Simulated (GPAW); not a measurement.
## Equation of state of BaTiO3 (space group 99): energy against volume (GPAW, LDA)

```
BaTiO3
1.0
    3.83482     0.00000     0.00000
    0.00000     3.83482     0.00000
    0.00000     0.00000     3.88287
Ba Ti O
1 1 3
Direct
  0.00000   0.00000   0.00000
  0.50000   0.50000   0.51300
  0.50000   0.50000   0.97700
  0.00000   0.50000   0.48700
  0.50000   0.00000   0.48700
```

Method: LDA (Perdew-Wang 92), GPAW PAW datasets LDA (gpaw-data 1.0.1) (plane waves; GPAW). Settings: mode = pw; ecut = 1040 eV; xc = LDA; kpts = 8 8 8; mesh shift (steps) = 0 0 0; occupations.name = fermi-dirac; occupations.width = 0.01 eV; nbands = -4; convergence.bands = -2; symmetry.symmorphic = false; symmetry.tolerance = 0.0005; maxiter = 150. The cell above is the first row's. The rows scale it uniformly. In all rows fractional positions and the k mesh are held. E is the free energy at the stated smearing, counted from the lowest row.

| V (Å^3/atom) | E (meV/atom) |
|---|---|
| 11.420 | ? |
| 11.668 | 28.08 |
| 11.917 | 11.64 |
| 12.165 | 2.54 |
| 12.413 | 0.00 |
| 12.661 | 3.35 |
| 12.910 | 11.97 |
| 13.158 | 25.31 |
| 13.406 | 42.88 |

The 8 complete rows are fitted with the third-order Birch-Murnaghan form, a cubic in V^(-2/3), E against V. With u = V^(-2/3) - 0.186, the rows have u = 0.008388, 0.005671, 0.003057, 0.000530, -0.001914, -0.004288, -0.006579, -0.008799. Least squares gives E = 0.250 - 706.37·u + 475196·u² + 550838·u³. Residuals (row less fit): -0.004, 0.013, -0.007, -0.009, 0.011, -0.003, 0.002, -0.001; standard error 0.011 (degrees of freedom: 4). Its minimum lies at u = 0.000742, so V0 = (0.186742)^(-3/2) = 12.39. There d²E/du² = 952800 and d³E/du³ = 3305000, so B0 = (4/9) × 12.39^(-7/3) × 952800 × 0.160218 = 191 GPa (the last factor turns the table's units into GPa), and B0' = 4 + (2/3) × 0.186742 × (3305000)/952800 = 4.4. The program's pressures in the fitted runs (not shown) pass through zero at V = 12.39, 0.02 % from this V0.

**Question.** Estimate the missing E (V = 11.420); what did the run itself give?

**Answer.** u = 0.011192, so E = 0.250 - 706.37 × 0.011192 + 475196 × 0.011192² + 550838 × 0.011192³ = 52.640 meV/atom. The calculation gives 52.71 meV/atom, 0.070 meV/atom above the prediction (0.1 % of the range of E in the table). The row lies outside the fitted rows, so this is an extrapolation. From the scatter of the fitted rows alone, a prediction at this place has a standard error of 0.031 meV/atom, so the miss is 2.2 times that.

Carrying the step between the two nearest rows on in a straight line would have given 44.45, off by 8.26; series whose last step already gives the withheld value aren't shown. The scan was laid around a cell of about the measured size, scaled by a guess for this functional; axis ratios and inner coordinates come from that cell. This is the room-temperature phase, which isn't the ground state. The runs keep the symmetry of the cell, so they don't test it for distortions. Spin-orbit coupling is off. The shape of the cell and the inner coordinates aren't relaxed, so V0 and B0 belong to this uniform scaling; a relaxed crystal lies no higher in energy and is usually softer (forces reach 0.84 eV/Å in these rows). Cutoffs and mesh are single choices, not tested for convergence of this quantity. Series with a scatter that would blur these digits, or in which a gap closes, are not shown. Nor are scans whose minimum lies at an end fitted in this form.
